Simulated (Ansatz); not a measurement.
Defect migration in polar orthorhombic ZrO2 with all lengths changed by -1 %: O vacancy, charge state +2. All values below come from PBE, PAW (plane waves to 420 eV; Ansatz, a program for electronic structure).

Cell of 96 host sites held at the strained lattice (strain from the relaxed PBE one, atoms relaxed); the Γ point alone; Fermi-Dirac width 0.01 eV, spin-restricted; finite-size errors left in. Energies are static. The host's phase is taken as given; its stability against other phases was not computed. The charge state is imposed; whether it is stable for some Fermi level was not computed. Forms of the defect that were not tried may lie lower.

Barriers: single points on a 2×2×2 k-point mesh shifted by half a step at the bands' geometries.

Relaxed starting cell (atoms counted from 1):

```xyz
95
Lattice="10.5411 0.0000 0.0000 0.0000 10.0939 0.0000 0.0000 0.0000 10.1539" Properties=species:S:1:pos:R:3 pbc="T T T"
Zr     2.6078     3.6493     1.4143
Zr     2.7722     3.6976     6.4045
Zr     2.8045     8.7529     1.3202
Zr     2.7768     8.7413     6.4140
Zr     8.0494     3.7078     1.3000
Zr     8.0762     3.7052     6.3746
Zr     8.1142     8.7827     1.3033
Zr     8.0636     8.7454     6.3994
Zr     5.1035     3.7088     3.8484
Zr     5.1729     3.6218     8.7701
Zr     5.0990     8.8005     3.9100
Zr     5.1044     8.7605     8.9194
Zr    10.3477     3.6983     3.8713
Zr    10.3554     3.7042     8.9305
Zr    10.3742     8.7449     3.8726
Zr    10.3806     8.7232     8.9117
Zr     2.4579     1.3167     3.8964
Zr     2.4608     1.3552     8.9761
Zr     2.4873     6.4090     3.8469
Zr     2.4838     6.3870     8.9111
Zr     7.7350     1.3598     3.8377
Zr     7.7444     1.3281     8.9371
Zr     7.7623     6.3914     3.8842
Zr     7.7195     6.3942     8.9232
Zr     0.1142     1.3203     1.3403
Zr     0.1585     1.3433     6.4176
Zr     0.1803     6.4059     1.3118
Zr     0.1628     6.3977     6.3902
Zr     5.4141     1.3767     1.3267
Zr     5.4453     1.3374     6.3508
Zr     5.5216     6.5898     1.4213
Zr     5.4166     6.4011     6.3802
O      4.5489     4.7004     5.6533
O      4.5556     9.7792     0.5892
O      4.5495     9.7409     5.7151
O      9.7843     4.7340     0.5965
O      9.8242     4.7091     5.6679
O      9.8716     9.7164     0.6022
O      9.8478     9.7282     5.7238
O      3.4626     4.8095     2.9227
O      3.3954     4.6982     8.2401
O      3.3122     9.7450     3.1676
O      3.3096     9.7311     8.2813
O      8.6045     4.7116     3.1233
O      8.5827     4.6891     8.2298
O      8.5987     9.7431     3.1519
O      8.6040     9.7252     8.2502
O      0.6729     0.3476     3.1731
O      0.7125     0.3612     8.2703
O      0.7679     5.3339     3.0818
O      0.7211     5.3826     8.2029
O      5.9371     0.3967     3.1589
O      5.9716     0.3491     8.2129
O      5.9902     5.4269     3.1377
O      5.9540     5.3890     8.1988
O      1.9824     0.4177     0.6792
O      1.9360     0.3570     5.7194
O      2.0019     5.3694     0.5623
O      1.9340     5.3809     5.6402
O      7.2143     0.3928     0.6492
O      7.2000     0.3446     5.6673
O      6.9262     5.3048     0.5527
O      7.1969     5.4015     5.6839
O      1.3562     2.6822     2.6516
O      1.4249     2.7199     7.7135
O      1.4301     7.7528     2.5943
O      1.3967     7.7587     7.6666
O      6.6522     2.7510     2.5718
O      6.6848     2.6956     7.6290
O      6.6966     7.8067     2.6012
O      6.6760     7.7526     7.6794
O      1.1395     2.6990     0.0942
O      1.2020     2.7242     5.1660
O      1.2602     7.7712     0.0538
O      1.2226     7.7555     5.1285
O      6.4414     2.7204     0.0205
O      6.4946     2.7287     5.1099
O      6.5442     7.8292     0.0734
O      6.4856     7.7696     5.1372
O      3.8663     2.6650     0.0779
O      3.8462     2.3515     5.1295
O      3.9337     7.2745     0.1004
O      3.8432     7.3800     5.1502
O      9.0869     2.3352     0.0648
O      9.1187     2.3211     5.1341
O      9.1279     7.3484     0.0586
O      9.1245     7.3812     5.1435
O      3.9954     2.3390     2.5980
O      4.0491     2.2753     7.6618
O      4.0641     7.4537     2.6342
O      4.0418     7.3900     7.6816
O      9.2852     2.3413     2.5916
O      9.3137     2.3299     7.6777
O      9.3413     7.3701     2.5963
O      9.3075     7.3542     7.6719
```
Cell charge +2.

End state 1 differs by these moves (Å; atoms that move under 0.08 Å are left out):

```tsv
atom	element	Δx	Δy	Δz
1	Zr	0.11	-0.03	-0.26
7	Zr	-0.06	-0.06	-0.01
9	Zr	0.18	-0.06	0.10
10	Zr	-0.05	0.07	0.17
18	Zr	-0.01	-0.02	-0.09
19	Zr	-0.11	0.18	0.11
30	Zr	-0.01	-0.02	0.08
31	Zr	-0.11	-0.21	-0.13
33	O	-0.12	0.11	-0.20
34	O	0.03	-0.05	0.07
36	O	0.07	-0.05	0.01
40	O	1.04	-0.11	-2.30
50	O	0.20	-0.03	0.00
54	O	-0.10	-0.06	-0.04
56	O	-0.06	-0.07	-0.09
62	O	0.25	0.07	0.03
63	O	-0.07	-0.07	-0.07
64	O	0.10	0.04	-0.10
66	O	-0.08	0.07	0.01
68	O	0.10	-0.05	0.06
72	O	0.07	-0.01	-0.09
77	O	0.04	-0.05	0.08
78	O	-0.05	-0.07	-0.03
80	O	-0.02	-0.39	-0.04
82	O	-0.08	0.11	-0.04
88	O	0.03	0.32	0.01
90	O	-0.10	-0.18	0.00
```

What is the computed forward and backward barriers to end state 1 (PBE, PAW)?

forward 0.45 eV, backward 0.45 eV; at the saddle point atom 40 has neighbours O at 2.54, O at 2.59; 2 Zr at 2.03 Å. The saddle point's order was not checked.

End state 2 differs by these moves (Å; atoms that move under 0.08 Å are left out):

```json
[
 {"atom": "1", "element": "Zr", "Δx": "0.27", "Δy": "-0.14", "Δz": "0.01"},
 {"atom": "7", "element": "Zr", "Δx": "-0.10", "Δy": "-0.01", "Δz": "0.04"},
 {"atom": "10", "element": "Zr", "Δx": "-0.09", "Δy": "0.08", "Δz": "0.15"},
 {"atom": "11", "element": "Zr", "Δx": "0.00", "Δy": "-0.07", "Δz": "-0.07"},
 {"atom": "20", "element": "Zr", "Δx": "0.05", "Δy": "0.09", "Δz": "-0.14"},
 {"atom": "27", "element": "Zr", "Δx": "-0.21", "Δy": "0.04", "Δz": "0.10"},
 {"atom": "29", "element": "Zr", "Δx": "0.06", "Δy": "-0.06", "Δz": "-0.02"},
 {"atom": "31", "element": "Zr", "Δx": "-0.11", "Δy": "-0.20", "Δz": "-0.12"},
 {"atom": "34", "element": "O", "Δx": "0.02", "Δy": "-0.08", "Δz": "0.06"},
 {"atom": "36", "element": "O", "Δx": "0.12", "Δy": "-0.01", "Δz": "-0.03"},
 {"atom": "38", "element": "O", "Δx": "0.01", "Δy": "-0.04", "Δz": "0.08"},
 {"atom": "40", "element": "O", "Δx": "-0.11", "Δy": "-0.14", "Δz": "0.22"},
 {"atom": "41", "element": "O", "Δx": "-0.08", "Δy": "0.01", "Δz": "-0.04"},
 {"atom": "44", "element": "O", "Δx": "0.07", "Δy": "0.05", "Δz": "-0.04"},
 {"atom": "50", "element": "O", "Δx": "0.06", "Δy": "-0.05", "Δz": "-0.16"},
 {"atom": "56", "element": "O", "Δx": "-0.07", "Δy": "-0.10", "Δz": "-0.09"},
 {"atom": "58", "element": "O", "Δx": "2.28", "Δy": "-0.58", "Δz": "-0.01"},
 {"atom": "62", "element": "O", "Δx": "0.22", "Δy": "0.06", "Δz": "0.05"},
 {"atom": "64", "element": "O", "Δx": "0.07", "Δy": "-0.04", "Δz": "-0.02"},
 {"atom": "72", "element": "O", "Δx": "0.15", "Δy": "0.12", "Δz": "0.01"},
 {"atom": "74", "element": "O", "Δx": "-0.03", "Δy": "-0.34", "Δz": "0.03"},
 {"atom": "78", "element": "O", "Δx": "-0.10", "Δy": "-0.07", "Δz": "-0.01"},
 {"atom": "80", "element": "O", "Δx": "0.04", "Δy": "-0.40", "Δz": "0.00"},
 {"atom": "82", "element": "O", "Δx": "-0.13", "Δy": "0.10", "Δz": "-0.08"},
 {"atom": "86", "element": "O", "Δx": "-0.09", "Δy": "0.05", "Δz": "0.04"},
 {"atom": "88", "element": "O", "Δx": "0.06", "Δy": "-0.05", "Δz": "0.00"},
 {"atom": "90", "element": "O", "Δx": "-0.05", "Δy": "-0.11", "Δz": "-0.06"},
 {"atom": "94", "element": "O", "Δx": "-0.08", "Δy": "0.04", "Δz": "0.06"}
]
```

Estimate the forward and backward barriers to end state 2 that PBE, PAW returns for this input.

forward 0.55 eV, backward 0.55 eV; at the saddle point atom 58 has neighbours O at 2.45; Zr at 1.96, Zr at 2.12 Å. The saddle point's order was not checked.

End state 3 differs by these moves (Å; atoms that move under 0.08 Å are left out):

```tsv
atom	element	Δx	Δy	Δz
1	Zr	-0.01	0.29	0.17
7	Zr	-0.04	-0.07	0.04
10	Zr	-0.02	0.19	0.17
11	Zr	0.00	-0.11	-0.04
18	Zr	-0.11	-0.09	-0.08
21	Zr	0.05	-0.03	0.09
29	Zr	0.10	-0.15	0.14
30	Zr	-0.02	0.00	0.11
31	Zr	-0.10	-0.25	-0.11
33	O	0.06	-0.05	0.08
34	O	-0.04	0.06	-0.05
40	O	-0.10	-0.11	0.38
50	O	0.08	-0.07	-0.10
52	O	0.06	-0.08	0.07
58	O	-0.07	0.13	0.00
60	O	0.03	-0.08	0.00
61	O	0.00	0.04	0.09
62	O	0.19	-0.01	-0.01
68	O	0.07	-0.07	0.08
69	O	0.00	0.05	0.08
70	O	-0.04	-0.09	-0.02
72	O	0.21	0.06	-0.01
76	O	-0.13	-0.11	0.07
78	O	-0.06	-0.09	0.00
80	O	0.57	1.87	0.55
82	O	-0.06	0.10	-0.04
88	O	0.01	0.02	-0.18
89	O	-0.01	0.02	0.28
90	O	-0.04	-0.11	-0.05
```

What is the computed forward and backward barriers to end state 3 (PBE, PAW)?

forward 0.65 eV, backward 0.40 eV; at the saddle point atom 80 has neighbours O at 2.54; Zr at 2.00, Zr at 2.01 Å. The saddle point's order was not checked.
